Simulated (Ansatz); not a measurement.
TiO2 (C2/m, No. 12, 12 atoms in the cell; start mp-554278; a measured phase of this formula has another space group)

These are r²SCAN+rVV10 in Ansatz (plane waves, PAW) values and carry that method's errors.

Numerical settings: plane-wave cutoff 560 eV, 10×10×6 k mesh (along the axes of the cell as run), Fermi–Dirac smearing 0.01 eV, no spin polarisation, scalar-relativistic PAW data made under PBE.

Cell (relaxed at this level):

```
TiO2
1.0
    6.08235    -1.86323    -0.00444
    6.08235     1.86323    -0.00444
   -1.91058     0.00000     6.26224
Ti O
4 8
Direct
  0.80548   0.80548   0.71691
  0.19452   0.19452   0.28309
  0.10061   0.10061   0.70954
  0.89939   0.89939   0.29046
  0.05847   0.05847   0.37079
  0.94153   0.94153   0.62921
  0.63832   0.63832   0.70560
  0.36168   0.36168   0.29440
  0.13267   0.13267   0.00364
  0.86733   0.86733   0.99636
  0.73593   0.73593   0.34741
  0.26407   0.26407   0.65259
```

```json
{
  "band_gap": "3.22 eV (on the SCF k mesh)"
}
```

Note: the relaxation could not lower the start's symmetry, so the cell can be a saddle point above a distorted one.

Computed values are for the static lattice.

Cost on a shared machine: roughly 21 core-minutes.

A start named mp-… is a Materials Project structure, which need not be a measured phase.

Ansatz is an electronic-structure program.
